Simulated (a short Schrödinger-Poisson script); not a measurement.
Structure: MOS inversion layer, Al2O3 on p-type Si(100), at 300 K.

From the gate side: 1.5 nm Al2O3; 980 nm Si, acceptors 1.9e17 cm⁻³.

Constants are typed, rounded textbook-type inputs, not results; the design itself was drawn at random and stands for no fabricated device. Al2O3: permittivity 9, conduction-band edge (eV) 2.7, gap (eV) 6.8, electron mass (mₑ) 0.3. Si: permittivity 11.7, conduction-band edge (eV) 0, gap (eV) 1.124, Nv at 300 K (cm⁻³) 3.1e19.

Channel valleys (confinement mass, in-plane density-of-states mass, number): Δ2 0.916, 0.19, 2; Δ4 0.19, 0.417, 4. At the gate the conduction-band edge of layer 1 lies 2.71 eV − eVg above the Fermi level of the channel; the field vanishes at the back. Gaps are held at their typed values at every temperature. Mesh 0.03 nm at interfaces.

Solved with a short Schrödinger-Poisson script written for these runs: 1D Poisson equation in equilibrium, electrons quantum, Hartree (BenDaniel-Duke, 12 states a valley, the channel's in-plane mass for all, wave functions ending at the dielectric), parabolic valleys, classical holes, full ionisation, no traps, pinning or gate leakage.

| Vg (V) | electrons (cm⁻²) | C (μF/cm²) | Δ2 E0 (meV from the Fermi level) | Δ4 E0 (meV from the Fermi level) |
|---|---|---|---|---|
| -0.1 | 2.10e9 | 0.147 | 215.4 | 257.9 |
| -0.05 | 1.26e10 | 0.200 | 168.5 | 211.9 |
| 0 | 6.89e10 | 0.464 | 123.8 | 168.4 |
| 0.05 | 2.76e11 | 1.10 | 86.6 | 133.4 |
| 0.1 | 7.06e11 | 1.74 | 60.2 | 110.4 |
| 0.15 | 1.31e12 | 2.17 | 41.5 | 95.9 |
| 0.2 | 2.03e12 | 2.46 | 27.4 | 86.2 |
| 0.25 | 2.83e12 | 2.66 | 15.9 | 79.2 |
| 0.3 | 3.68e12 | 2.81 | 6.1 | 73.7 |
| 0.35 | 4.57e12 | 2.92 | -2.5 | 69.3 |
| 0.4 | 5.49e12 | 3.01 | -10.4 | 65.6 |
| 0.45 | 6.45e12 | 3.09 | -17.7 | 62.3 |
| 0.5 | 7.42e12 | 3.15 | -24.5 | 59.4 |
| 0.55 | 8.41e12 | 3.21 | -31.1 | 56.8 |
| 0.6 | 9.42e12 | 3.25 | -37.3 | 54.4 |
| 0.65 | 1.04e13 | 3.29 | -43.4 | 52.1 |
| 0.7 | 1.15e13 | 3.33 | -49.4 | 49.9 |
| 0.75 | 1.25e13 | 3.36 | -55.2 | 47.9 |

Gate voltages with under 1e9 electrons/cm² are left out.

**Question.** At Vg = 0.75 V the lowest Δ2 subband lies at -55.2 meV from the Fermi level. How many electrons does it hold, and what share of all?

**Answer.** The two-dimensional density of states is g m/(πħ²) = 1.59e11 cm⁻² meV⁻¹ (both spins), kT = 25.9 meV, so n = D kT ln(1 + exp(−E/kT)) = 9.21e12 cm⁻², 0.74 of the 1.25e13 cm⁻² in all.

**Question.** Compare the slope of the sheet density between 0.65 and 0.75 V with the geometric capacitance of the layers between gate and channel.

**Answer.** q Δn/ΔV = 3.36 μF/cm²; ε0/Σ(t/ε) = 5.31 μF/cm². The ratio is 0.63: the channel acts as a further capacitance in series.
